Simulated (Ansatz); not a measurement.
Input:

```
CELL_PARAMETERS angstrom
      3.93450     0.00000     0.00000
      0.00000     3.93450     0.00000
      0.00000     0.00000     4.03961
ATOMIC_POSITIONS crystal
  Ba 0.00000 0.00000 0.00000
  Ti 0.50000 0.50000 0.50000
  O  0.00000 0.50000 0.50000
  O  0.50000 0.50000 0.00000
  O  0.50000 0.00000 0.50000
```

No spin polarisation.

All numbers come from Ansatz (a quantum-chemistry and plane-wave program), r2SCAN, PAW, cutoff 500 eV, without spin-orbit coupling, earlier PAW set. Γ-centred 8×8×8 mesh, Fermi–Dirac width 0.05 eV.

### Question
What is the computed band gap?

### Answer
2.17 eV.

### Question
What pressure (mean of the normal stresses, compression positive) does the calculation give?

### Answer
3.76 GPa.

### Question
Predict the space group.

### Answer
P4/mmm (No. 123).

The cells carry an imposed strain or load. Stability against distortions was not tested. The final runs are not spin-polarised. The cell was made from BaTiO3 in the cubic perovskite structure (space group Pm-3m, No. 221) by this change: biaxial strain −1.50 %, plane normal [001], relaxed out of plane. Many cubic perovskites are stable only at high temperature; tilts and polar distortions were not tested. This is not the structure that BaTiO3 has at room temperature and ambient pressure.
